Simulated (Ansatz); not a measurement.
Band-edge transport in semiconductors and insulators: BAs (F-43m) under several functionals (Ansatz, a first-principles code, without spin-orbit coupling). The PBE cell:

```yaml
crystal:
  lattice:
    - [0.00000, 2.40465, 2.40465]
    - [2.40465, 0.00000, 2.40465]
    - [2.40465, 2.40465, 0.00000]
  atoms:
    - { symbol: B, position: [0.25000, 0.25000, 0.25000] }
    - { symbol: As, position: [0.00000, 0.00000, 0.00000] }
```

```tsv
Functional	cell relaxed with	volume (Å³/atom)	band gap	electron conductivity mass	hole conductivity mass	Seebeck coefficient, n-type 1e19 cm⁻³
PBE	PBE	13.90	1.20 eV	0.31 mₑ	0.31 mₑ	-324 μV/K
PBEsol	PBEsol	13.55	1.08 eV	0.30 mₑ	0.31 mₑ	-322 μV/K
r2SCAN	PBEsol	13.55	1.36 eV	0.30 mₑ	0.29 mₑ	-320 μV/K
```

For the band gap, PBE gives 1.20 eV and r2SCAN 1.36 eV: PBE lies 12 % below.

Masses are for dilute carriers at 300 K, harmonic means over directions unless an axis is named. Seebeck coefficients are for the stated density at 300 K, with one relaxation time for all states and whether or not that doping can be reached. Spin-orbit coupling is left out; without it hole values are far off for these elements.
